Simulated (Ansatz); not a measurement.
The parent structure is SrTiO3 in the cubic perovskite structure (space group Pm-3m, No. 221; a = 3.8911 Å). Axes: x, y, z lie along the cube axes.

All numbers come from Ansatz (a first-principles code), PBEsol, PAW, cutoff 420 eV, scalar-relativistic without spin-orbit coupling.

Strains are applied to the cell and any free atomic positions relax; under biaxial strain the out-of-plane vector relaxes too.

One change was made to it. Results:

| quantity | base | after |
|---|---|---|
| energy relative to the base (free energy F) | 0 meV/atom | +2.8 meV/atom |
| band gap | 1.85 eV | 1.84 eV |

### Question
Which of these changes matches the shifts?
A. biaxial strain −1.50 %, plane normal [111], relaxed out of plane
B. biaxial strain −1.00 %, plane normal [111], relaxed out of plane
C. biaxial strain −2.50 %, plane normal [111], relaxed out of plane

### Answer
B, biaxial strain −1.00 %, plane normal [111], relaxed out of plane. For comparison, the energy relative to the base in the other runs: biaxial strain −2.50 %, plane normal [111], relaxed out of plane gives +18 meV/atom; biaxial strain −1.50 %, plane normal [111], relaxed out of plane gives +6.4 meV/atom.

Stability against distortions was not tested. The final runs are not spin-polarised. Many cubic perovskites are stable only at high temperature; tilts and polar distortions were not tested.
